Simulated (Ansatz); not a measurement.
A relaxation of cell and atoms of YSi2Rh3 (P6/mmm, 6 atoms in the cell) with Ansatz (a first-principles code).

Method: PBEsol, default PAW files made with PBE (plane waves; Ansatz).

The change in words: atoms on their sites; basis.ecutwfc: 420 eV → 505 eV; relax: default → cell and atoms. Reference geometry:
```xyz
6
Lattice="5.4555 0.0000 0.0000 -2.7278 4.7246 0.0000 0.0000 0.0000 3.5929" Properties=species:S:1:pos:R:3 pbc="T T T"
Y      0.0000     0.0000     0.0500
Si     2.7278     1.5749     0.0000
Si     0.0000     3.1497     0.0000
Rh    -1.3639     2.3623     1.7965
Rh     2.7278     0.0000     1.7965
Rh     1.3639     2.3623     1.7965
```

Reference input (self-consistent single point, DFT, PBEsol, plane waves, default PAW files made with PBE): basis.ecutwfc = 420 eV; kpoints.mp_grid.grid = 7 7 9; hamiltonian.xc = pbesol; hamiltonian.pseudopotentials = {kind: paw} (the program's default PAW files); scf.occupations.method = fermi_dirac; scf.occupations.width = 0.1 eV. This run's input differs from it in these lines:

Ansatz 0.2 input:
```diff
@@ -6,3 +6,3 @@
   atoms:
-    - { symbol: Y, position: [0.000000, 0.000000, 0.013916] }
+    - { symbol: Y, position: [0.000000, 0.000000, 0.000000] }
     - { symbol: Si, position: [0.666667, 0.333333, 0.000000] }
@@ -13,3 +13,3 @@
 basis:
-  ecutwfc: 420.0 eV
+  ecutwfc: 505.0 eV
 kpoints:
@@ -25,2 +25,4 @@
     width: 0.1 eV
+relax:
+  cell: {}
 output:
```

Output (repeated stretches shortened):

```
   [... SCF lines of the steps left out ...]
relax step   1: F+E_penalty+E_count = -24060.71729312 eV  Δ(F+E_penalty+E_count) = +0.000e0 eV  max|allowed force component| = 1.079e-16 eV/Å  Δτ_max = 0.0000 Å  P = +2.935 GPa  Ω = 92.609 Å³  (7 SCF iters, dr2 threshold 1.00e-7 eV, accepted)
relax step   2: F+E_penalty+E_count = -24060.74000865 eV  Δ(F+E_penalty+E_count) = -2.272e-2 eV  max|allowed force component| = 1.758e-16 eV/Å  Δτ_max = 0.0000 Å  P = +0.167 GPa  Ω = 93.740 Å³  energy of the carried Pulay correction = -1.338e-4 eV  [...]
   [... lines left out ...]
relax step   4: F+E_penalty+E_count = -24060.74047707 eV  Δ(F+E_penalty+E_count) = -7.664e-5 eV  max|allowed force component| = 2.621e-16 eV/Å  Δτ_max = 0.0000 Å  P = -0.011 GPa  Ω = 93.791 Å³  energy of the carried Pulay correction = -1.400e-4 eV  [...]
relax step   5: F+E_penalty+E_count = -24060.74063348 eV  Δ(F+E_penalty+E_count) = -1.564e-4 eV  max|allowed force component| = 1.789e-16 eV/Å  Δτ_max = 0.0000 Å  P = -0.010 GPa  Ω = 93.791 Å³  stress off target by 1.11e-2 GPa  SCF on the basis [...]
basis re-selected at this cell: Δ(F+E_penalty+E_count) = -1.564e-4 eV, ΔP = +0.001 GPa vs the last step
the relaxation is at rest under the 24 symmetry operations that the run kept from its start: a minimum is not shown …
Stability not checked: this state was not tested for a lower state beside it, because too few of the mixer's solves of this state at the end of the SCF gave a …
Free energy (F): -24060.740633 eV
Internal energy: -24060.666136 eV  (E = F + TS)
   [... lines left out ...]
Fermi energy:    16.357121 eV
  cell:  # Å, volume = 93.7907 Å³
   [... lines left out ...]
    - { symbol: Si, position: [0.6666666666666666, 0.33333333333333326, 0.0] }
    - { symbol: Si, position: [0.33333333333333326, 0.6666666666666665, 0.0] }
    - { symbol: Rh, position: [-2.7755575615628914e-17, 0.49999999999999994, 0.5] }
    - { symbol: Rh, position: [0.5, -2.264648976696925e-36, 0.5] }
    - { symbol: Rh, position: [0.5, 0.49999999999999994, 0.5] }
```

The run converged.  The full log also holds: “iter 5 did not close the SCF: its close was put off for the readings that it lacked (scf_convergence_deferred on its scf_iter line)”. The full log also holds: “iter 4 did not close the SCF: its close was put off for the readings that it lacked (scf_convergence_deferred on its scf_iter line)”.

Summary of the result:
| Property | Result |
|---|---|
| Free energy E − TS (on the zero of these files) | -24060.7406 eV |
| Fermi level (on the code's own zero) | 16.36 eV |
| Pressure | -0.01 GPa |
| Final cell | a = b = 5.4483 Å, c = 3.6485 Å, α = β = 90.00°, γ = 120.00° |
| Final volume per atom | 15.63 Å³ |
| Relaxation steps | 5 |

The starting cell comes from a database of computed structures (which also holds hypothetical and non-ambient phases and stackings), without a prior relaxation at this level. Its lattice was rescaled by up to half a per cent. Spin polarisation is off. The relaxation keeps the symmetry of its start, so its end need not be a minimum. Ansatz's pressure includes its estimate of the finite-basis (Pulay) stress.

Cost on one core of a shared machine: roughly 60 s.
